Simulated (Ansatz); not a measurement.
Structures of equal composition on the (000-1) surface of wurtzite ZnO (O plane on top): 2x2 Mg adatom at H3; 2x2 Mg adatom at T4. The slabs share one bottom face, and each structure is named by its start. These are constructed structures in small cells; real faces may alloy, dewet or reconstruct in larger ones, and not all known structures of the face are among them. Slabs of about 14 Å with all that they carry, Fermi-Dirac smearing of 0.025 eV. Bottom of the slabs: H caps. Relaxed from the named starts with such symmetry as they have, on meshes of like density; energies extrapolated to zero smearing; no spin-orbit coupling, no U. Spin-polarised runs, if any, are marked in brackets, and their order is one that fits the cell; the others ran without spin. Where a second, spin-polarised start was run, the lower counts.

These are r2SCAN, at the PBE geometry (plane waves to 500 eV, PAW; Ansatz, a quantum-chemistry and plane-wave program) values and carry that method's errors.

**Question.** Rank these by energy per 1x1 cell (lowest first), as r2SCAN, at the PBE geometry gives it.

**Answer.** 2x2 Mg adatom at H3 (0.000 eV, gap 0.62 eV on the mesh), 2x2 Mg adatom at T4 (0.217 eV, gap 0.42 eV on the mesh)
